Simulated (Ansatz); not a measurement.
# A computed series for CuI: response to strain

The parent structure is CuI in the zinc blende structure (space group F-43m, No. 216; a = 5.862 Å). Axes: x, y, z lie along the cube axes.

Strains are applied to the cell and any free atomic positions relax.

Computed with Kohn–Sham DFT with the LDA functional, run in Ansatz (a program for electronic structure) with PAW and 420 eV plane waves, scalar-relativistic without spin-orbit coupling.

Notes on the quantities. energy relative to the base: free energy F.

```tsv
variant	band gap	energy relative to the base	volume per atom
base	1.22 eV	0 meV/atom	25.18 Å³
tensor shear ε_xy = +0.57 %	1.21 eV	+0.3 meV/atom	25.18 Å³
tensor shear ε_xy = +0.29 %	1.22 eV	+0.1 meV/atom	25.18 Å³
tensor shear ε_xy = +1.43 %	1.19 eV	___	25.17 Å³
tensor shear ε_xy = +2.00 %	___	+3.4 meV/atom	25.17 Å³
tensor shear ε_xy = +1.71 %	1.18 eV	+2.5 meV/atom	25.17 Å³
tensor shear ε_xy = +0.86 %	___	+0.6 meV/atom	25.18 Å³
tensor shear ε_xy = +1.14 %	1.19 eV	+1.1 meV/atom	25.17 Å³
```

Q: Some entries are withheld; estimate them.

A: 
- tensor shear ε_xy = +1.43 %, energy relative to the base: +1.7 meV/atom
- tensor shear ε_xy = +2.00 %, band gap: 1.17 eV
- tensor shear ε_xy = +0.86 %, band gap: 1.20 eV

With I present, leaving out spin-orbit coupling can change the band edges. Whether these cells are dynamically stable was not tested. The final runs are not spin-polarised.
